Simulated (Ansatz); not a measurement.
The starting structures come from a database of crystals and need not be the phases stable at ambient conditions.

 Where the default PAW files enter, the runs use the earlier of Ansatz's two default sets.

By PBEsol, the system below comes out a metal.

A figure of merit of an interconnect metal is its ballistic conductance per area.

Consider the following.

```
Te
1.0
    3.09111     0.00000     0.00000
   -0.42595     4.19664     0.00000
   -0.21298     2.09832     2.25979
Te
1
Direct
  0.50000   0.50000   0.00000
```

Space group of this cell: R-3m. The cell is strained (all lengths scaled by 0.98); by PBEsol its mean pressure is 3.7 GPa.

The current flows along the normal of the first two printed cell vectors, the (110) plane of the conventional cell. No spin-orbit coupling; the value is a mean over 0.1 eV about the Fermi level.

Q: Predict the ballistic conductance per area from PBEsol in Ansatz (a first-principles code).

A: 1.3 × 10¹⁵ S/m² for both spins.
